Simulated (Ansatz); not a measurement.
Worked example: self-consistent single point of MgS (R3m, 2 atoms in the cell) in Ansatz (an electronic-structure program).

Method: LDA (PW92), harder PAW files (source: ansatz) made with PBE (plane waves; Ansatz).

```
MgS
1.0
    0.00000     2.84729     2.84729
    2.84729     0.00000     2.84729
    2.84729     2.84729     0.00000
Mg S
1 1
Direct
  0.00507   0.00507   0.00507
  0.75000   0.75000   0.75000
```

Reference input (self-consistent single point, DFT, LDA (PW92), plane waves, default PAW files made with PBE): basis.ecutwfc = 420 eV; kpoints.mp_grid.grid = 8 8 8; hamiltonian.xc = lda; hamiltonian.pseudopotentials = {kind: paw} (the program's default PAW files); scf.occupations.method = fixed. This run's input differs from it in these lines:

Ansatz 0.2 input:
```diff
@@ -9,3 +9,3 @@
 basis:
-  ecutwfc: 420.0
+  ecutwfc: 930.0
 kpoints:
@@ -17,2 +17,3 @@
     kind: paw
+    source: ansatz
 scf:
```

Output (repeated stretches shortened):

```
SCF iter   1: F=—  HF=-2774.172848 eV  |F-HF|=—  |Δ(HF+E_count)|=         —  Δρ=3.72e-2  dr2=5.54e-1  ethr=3.10e-3  ⟨swp⟩=5.2  Hψ=4584  notcnv=0  defer=55
all-band conjugate gradients solve this SCF's bands
preconditioner: auto → none
SCF iter   2: F=—  HF=-2773.986190 eV  |F-HF|=—  |Δ(HF+E_count)|=   1.87e-1  Δρ=1.41e-2  dr2=6.47e-2  ethr=3.10e-3  ⟨swp⟩=3.8  Hψ=1987  notcnv=0  defer=124
SCF iter   3: F=—  HF=-2773.973408 eV  |F-HF|=—  |Δ(HF+E_count)|=   1.28e-2  Δρ=3.89e-3  dr2=7.03e-3  ethr=4.04e-4  ⟨swp⟩=3.4  Hψ=1207  notcnv=0  defer=126
SCF iter   4: F=—  HF=-2773.972211 eV  |F-HF|=—  |Δ(HF+E_count)|=   1.20e-3  Δρ=8.37e-4  dr2=2.22e-4  ethr=4.40e-5  ⟨swp⟩=2.3  Hψ=1109  notcnv=0  defer=128
SCF iter   5: F=—  HF=-2773.972213 eV  |F-HF|=—  |Δ(HF+E_count)|=   2.02e-6  Δρ=1.46e-4  dr2=7.00e-6  ethr=1.38e-6  ⟨swp⟩=2.0  Hψ=1039  notcnv=0  defer=128
SCF iter   6: F=—  HF=-2773.972237 eV  |F-HF|=—  |Δ(HF+E_count)|=   2.37e-5  Δρ=1.10e-5  dr2=3.83e-8  ethr=6.25e-10  ⟨swp⟩=8.9  Hψ=6145  notcnv=0
SCF iter   7: F=-2773.972237 eV  HF=-2773.972237 eV  |F-HF|=8.11e-10  |Δ(HF+E_count)|=   1.61e-9  Δρ=2.02e-6  dr2=1.61e-9  ethr=2.40e-10  ⟨swp⟩=4.0  Hψ=3250  notcnv=0
SCF 1 converged in 7 iterations: F = -2773.972237 eV  dr2 = 1.61e-9
Free energy (F): -2773.972237 eV
Internal energy: -2773.972237 eV  (E = F + TS)
E sigma→0 (E₀):  -2773.972237 eV
Fermi energy:    2.848662 eV
--- Forces (eV/Å), atoms counted from 1 ---
  atom   1  Mg    -0.13221337    -0.13221337    -0.13221337
  atom   2  S      0.13221693     0.13221693     0.13221693
--- Stress (GPa, compression-positive) ---
       -2.874799      -0.462875      -0.462875
       -0.462875      -2.874799      -0.462875
       -0.462875      -0.462875      -2.874799
  P = ⅓ Tr σ = -2.8748 GPa (-28.748 kbar)
  The stress holds the Pulay correction. Without it, at fixed plane waves, as pw.x and ABINIT print it: P = -2.8771 GPa
```

The run converged in 7 iterations. Against the reference run the pressure hardly changes (-2.90 to -2.87 GPa), the largest force stays at 0.229 eV/Å and the gap on the mesh moves little (3.026 to 3.028 eV).

The starting cell comes from a database of computed structures (which also holds hypothetical and non-ambient phases and stackings), without a prior relaxation at this level. Its lattice was rescaled by up to half a per cent. One atom was moved a little off its site on purpose. Ansatz's pressure includes its estimate of the finite-basis (Pulay) stress.
